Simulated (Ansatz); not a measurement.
Results of r²SCAN+rVV10 (Ansatz, an electronic-structure program, plane waves, PAW) for KF (model structure, F-43m, No. 216, 2 atoms in the cell).

Settings: plane-wave cutoff 560 eV, 10×10×10 k mesh, Fermi–Dirac smearing 0.01 eV, scalar-relativistic PAW data made under PBE.

Computed at the level's own relaxed cell.

```xyz
2
Lattice="0.0000 2.9192 2.9192 2.9192 0.0000 2.9192 2.9192 2.9192 0.0000" Properties=species:S:1:pos:R:3 pbc="T T T"
F      1.4596     1.4596     1.4596
K      0.0000     0.0000     0.0000
```

Task: List the 8 lowest band energies at Γ above −25 eV (eV, relative to the valence band maximum), grouping those that round alike.

Result: At Γ: -19.68, -9.69 (×3), -0.22 (×3), 5.65.

Note: the relaxation could raise the start's symmetry but not lower it, so the cell can be a saddle point.

A model structure was made by putting elements into a prototype or built by hand; it is no filed structure, need not be a known phase, and can be a saddle point held by its symmetry.
